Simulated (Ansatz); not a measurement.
# A computed series for WSi2: pressure series

The parent structure is WSi2 (space group I4/mmm, No. 139; a = 3.203 Å, c = 7.816 Å).

Cell and atoms are relaxed at each pressure.

Method: Ansatz (a first-principles code) PBEsol, scalar-relativistic without spin-orbit coupling.

```
P (GPa)  V (Å³/atom)
-------  -----------
-2.00         13.479
-1.00         13.419
0.90          13.309
2.10          13.242
4.50          13.113
9.00          12.888
15.00         12.617
22.49         12.315
29.99         12.045
```

Task: Fit a third-order Birch–Murnaghan equation of state.

Result: Least squares on P(V) = (3B₀/2)[(V₀/V)^(7/3) − (V₀/V)^(5/3)]·[1 + (3/4)(B₀′ − 4)((V₀/V)^(2/3) − 1)] gives V₀ = 13.36 Å³/atom, B₀ = 232 GPa and B₀′ = 4.3.

Load acts through the strain it causes; cell and atoms are relaxed under it. Whether these cells are dynamically stable was not tested. Competing high-pressure phases were not computed. All final runs are without spin polarisation.
